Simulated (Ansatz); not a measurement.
The starting structures come from a database of crystals and need not be the phases stable at ambient conditions.

By PBEsol, the system below comes out a metal.

The ballistic (Sharvin) conductance counts the channels at the Fermi level: G/A = (e²/h) × channels of both spins per area.

```
NiSi
1.0
    4.50369     0.00000     0.00000
    0.00000     4.50369     0.00000
    0.00000     0.00000     4.50369
Si Ni
4 4
Direct
  0.34683   0.84683   0.34683
  0.15317   0.15317   0.84683
  0.84683   0.65317   0.65317
  0.65317   0.34683   0.15317
  0.64950   0.14950   0.64950
  0.85050   0.85050   0.14950
  0.14950   0.35050   0.35050
  0.35050   0.64950   0.85050
```

Space group of this cell: P2_13. The cell is taken as given; by PBEsol its mean pressure is -4.6 GPa.

The current flows along the normal of the first two printed cell vectors, the (001) plane of the conventional cell. No spin-orbit coupling; the value is a mean over 0.1 eV about the Fermi level.

Question: State the ballistic conductance per area according to PBEsol run with Ansatz (a first-principles code).

Answer: 0.34 × 10¹⁵ S/m² for both spins.
